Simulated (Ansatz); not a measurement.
Defect migration in zinc-blende AlN: interstitial Zn, charge state +2. The step: several atoms move together, Al the farthest; the atom moves 1.87 Å along (0.00, -0.42, 0.00) of the unit cell; at the end the Zn atom holds a host Al site and a host atom stands off its site; the moving atom starts with neighbours 2 N at 1.84, 2 N at 2.04 Å and ends with 2 N at 1.82, 2 N at 1.87 Å. DFT values are from Ansatz (plane-wave PAW, 420 eV unless said) in a cell of 64 host sites, spin-restricted, static, with no finite-size correction. The host's phase is taken as given; its stability against other phases was not computed. The charge state is imposed; whether it is stable for some Fermi level was not computed. Sites that were not tried may lie lower. For the PBE band: the saddle point's order was not checked, and it lies on a symmetry element of the cell, where a band can be held.

```csv
Level,Forward barrier (eV),Cost of the band or of the saddle's single point
"CHGNet universal potential (has no charge state), its own band",1.32,-
"PBE, the Γ point alone, band relaxed",1.69,about 4 core-minutes (a rough figure)
"PBE, a 2×2×2 k-point mesh shifted by half a step, same geometries",1.70,roughly 40 core-seconds
"r2SCAN at 500 eV, the Γ point alone, same geometries",1.91,roughly 29 core-seconds
```

Ansatz is an electronic-structure program.
